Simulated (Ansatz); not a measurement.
C11b MoSi₂ was calculated with LDA (Ansatz, a first-principles code, plane waves, PAW).

Settings: plane-wave cutoff 520 eV, 24×24×24 k mesh, Fermi–Dirac smearing 0.05 eV, no spin polarisation, scalar-relativistic PAW data made under PBE.

Results at a series of volumes:

```csv
V (Å³/atom),E − E_lowest (meV/atom)
12.538,15.75
12.799,3.79
13.061,0.00
13.322,3.55
13.583,13.68
```

### Question
Fit the third-order Birch–Murnaghan equation and give B0 and B′.

### Answer
V0 = 13.060 Å³/atom, B0 = 225 GPa, B′ = 4.4 (fit to the energies at full precision).

Shape and atoms are relaxed at each volume.

Measured, for comparison: bulk modulus 222 ± 2 GPa (room temperature, no zero-point or thermal correction, B' = 4; as tabulated in Structural stability of MoSi2 and Mo5Si3 under high pressure, Chin. Phys. B 26 …). Computed (rounded) less measured: bulk modulus +1 %. A static lattice is as a rule a little smaller and stiffer than an uncorrected measurement, which narrows the difference in the bulk modulus and would widen misses of the other sign.

Note: the bulk modulus comes from volumes at which shape and atoms were relaxed.

Computed values are for the static lattice.
